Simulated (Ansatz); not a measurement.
**Step by step: reaction energy**

Subject: the reaction energy. Reaction: 1/4 Si (diamond) + 1/6 MoF6 (gas) → 1/6 Mo (bcc) + 1/4 SiF4 (gas). Negative: the products are lower in energy.

Setting: static, neutral cells in Ansatz (PAW) whose structures rest at the PBE level. Ansatz (a program for electronic structure) runs with its default PAW set. Other levels take these structures. The lattices are those relaxed with PBE, so at other levels the solids can be strained, which adds to the spread. A dispersion term (D3(BJ), or D4 for r2SCAN) was computed beside these levels and is taken off wherever the name lacks it. No Hubbard U is applied.

Total energies of the cells in eV, at zero smearing width. They compare only within one column; the weights balance every element.

```
cell          atoms  weight          PBE   PBE+D3(BJ)
------------  -----  ------  -----------  -----------
Mo (bcc)          1    +4/3  -4956.02195  -4956.72825
Si (diamond)      2      −1  -1271.61962  -1272.23499
SiF4 (gas)        5      +2  -3873.84252  -3873.90676
MoF6 (gas)        7    −4/3  -9807.25592  -9807.39345
```

PBE: 4/3 × (-4956.02195) − (-1271.61962) + 2 × (-3873.84252) − 4/3 × (-9807.25592) = -7.753 eV; dividing by 8 gives -0.97 eV.

PBE+D3(BJ): 4/3 × (-4956.72825) − (-1272.23499) + 2 × (-3873.90676) − 4/3 × (-9807.39345) = -8.025 eV; dividing by 8 gives -1.00 eV.

What follows from the PBE value: Per mole of the reaction as written, -0.969 eV × 96.485 = -93.5 kJ.
